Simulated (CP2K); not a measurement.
CP2K run on Ta (Im-3m, 1 atom in the cell): self-consistent single point.

Method: PBE, GPW, TZVP-MOLOPT-SR-GTH basis, GTH-PBE potentials (GTH_POTENTIALS) (CP2K 2026.2).

```
Ta
1.0
    2.90942     0.00000     0.00000
   -0.96981     2.74303     0.00000
   -0.96981    -1.37151     2.37553
Ta
1
Direct
  0.00000   0.00000   0.00000
```

Reference input (self-consistent single point, DFT PBE, GPW, TZVP-MOLOPT-SR-GTH basis, GTH-PBE potentials (GTH_POTENTIALS)): CUTOFF = 500 Ry; REL_CUTOFF = 50 Ry; SMEAR/METHOD = MARZARI_VANDERBILT; SIGMA = 0.1 eV; KPOINTS/SCHEME = MONKHORST-PACK 9 9 9; XC_FUNCTIONAL = PBE; Ta/BASIS_SET = TZVP-MOLOPT-SR-GTH-q13; Ta/POTENTIAL = GTH-PBE-q13; METHOD = GPW; EPS_DEFAULT = 1e-10; NGRIDS = 5; SCF_GUESS = ATOMIC. This run's input differs from it in these lines:

```diff
@@ -40,3 +40,4 @@
     &KPOINTS
-      SCHEME MONKHORST-PACK 9 9 9
+      SCHEME MONKHORST-PACK 8 8 8
+      GAMMA_CENTERED T
     &END KPOINTS
```

Output, abridged:

```
 SCF WAVEFUNCTION OPTIMIZATION

  Step     Update method      Time    Convergence         Total energy    Change
     1 NoMix/Diag. 0.20E+00      -     1.83666156       -58.6046404383 -5.86E+01
     2 Broy./Diag. 0.20E+00      -     0.01330031       -58.7099455469 -1.05E-01
     3 Broy./Diag. 0.20E+00      -     0.05057664       -58.3973634076  3.13E-01
     4 Broy./Diag. 0.20E+00      -     0.00244801       -58.2133621741  1.84E-01
     5 Broy./Diag. 0.20E+00      -     0.00227116       -58.2334357062 -2.01E-02
     6 Broy./Diag. 0.20E+00      -     0.00006784       -58.2357439648 -2.31E-03
     7 Broy./Diag. 0.20E+00      -     0.00021828       -58.2361577381 -4.14E-04
     8 Broy./Diag. 0.20E+00      -     0.00000122       -58.2361443545  1.34E-05
     9 Broy./Diag. 0.20E+00      -     0.00000217       -58.2361310170  1.33E-05
    10 Broy./Diag. 0.20E+00      -     0.00000002       -58.2361291158  1.90E-06
  *** SCF run converged in    10 steps ***

  Overlap energy of the core charge distribution:               0.00000000019259
  Self energy of the core charge distribution:                -86.68003601779165
  Core Hamiltonian energy:                                     18.49014362824963
  Hartree energy:                                              16.78840558564288
  Exchange-correlation energy:                                 -6.83471419577317
  Smearing free energy correction:                              0.00007188367472
  Fermi energy:                                                 0.45084681204843

  Total energy:                                               -58.23612911576100

                     Mulliken Population Analysis

 #  Atom  Element  Kind  Atomic population                           Net charge
   [... lines left out ...]

 STRESS| Analytical stress tensor [bar]
 STRESS|                        x                   y                   z
 STRESS|      x       -9.93519555198E+04  -2.12200572920E-01   1.32447694145E-02
 STRESS|      y       -2.12200572920E-01  -9.93508956069E+04   5.41188356636E-02
 STRESS|      z        1.32447694145E-02   5.41188356636E-02  -9.93508779891E+04
 STRESS| 1/3 Trace                                            -9.93512430386E+04
```

The run converged in 10 iterations. Against the reference run the free energy drops by 25.7 meV/atom and the pressure goes from -6.58 to -9.94 GPa.

The starting cell comes from a database of computed structures (which also holds hypothetical and non-ambient phases and stackings), without a prior relaxation at this level. Its lattice was rescaled by a random factor within 2.5 % of one. Spin polarisation is off. Values carry the incompleteness of an atom-centred basis. With a pressure of about -10 GPa the cell is away from its equilibrium volume at this level.

Cost on one core of a shared machine: roughly 40 s.
